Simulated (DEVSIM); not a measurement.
Structure: Au/Al2O3/p-In0.53Ga0.47As capacitor, at 400 K.

Layer 1 from the left is Al2O3, thickness (nm) 12.0. Layer 2 from the left is In0.53Ga0.47As, thickness (nm) 500, Na (cm⁻³) 1.3e18.

Metal gate on the left, work function 5.1 eV. Fixed charge at the semiconductor interface 2.7e10 cm⁻² (in units of +e); interface traps 2.6e10 cm⁻² eV⁻¹, uniform in energy, neutral level at 0.5 of the gap above the valence band.

Constants are typed, rounded textbook-type inputs, not results; the design itself was drawn at random and stands for no fabricated device. Values at 300 K; Nc and Nv go as T^1.5, mobilities as T to minus their exponent, the gap by Varshni's rule with the affinity fixed.

Al2O3: gap (eV) 6.8, affinity (eV) 1.35, permittivity 9. In0.53Ga0.47As: gap (eV) 0.74, affinity (eV) 4.51, permittivity 13.9, Nc (cm⁻³) 2.1e17, Nv (cm⁻³) 7.7e18, Varshni α (eV/K) 0.00035, Varshni β (K) 190.

Model (solved in DEVSIM): 1D Poisson equation in equilibrium, Boltzmann statistics, complete ionisation; no quantum confinement or tunnelling. Metal contacts follow the ideal Schottky-Mott rule: no Fermi-level pinning, no interface dipoles.

### Question
What does the simulation give for the minimum of the low-frequency capacitance, the flat-band voltage?

### Answer
minimum of the low-frequency capacitance 0.289 μF/cm²; flat-band voltage -0.05 V.
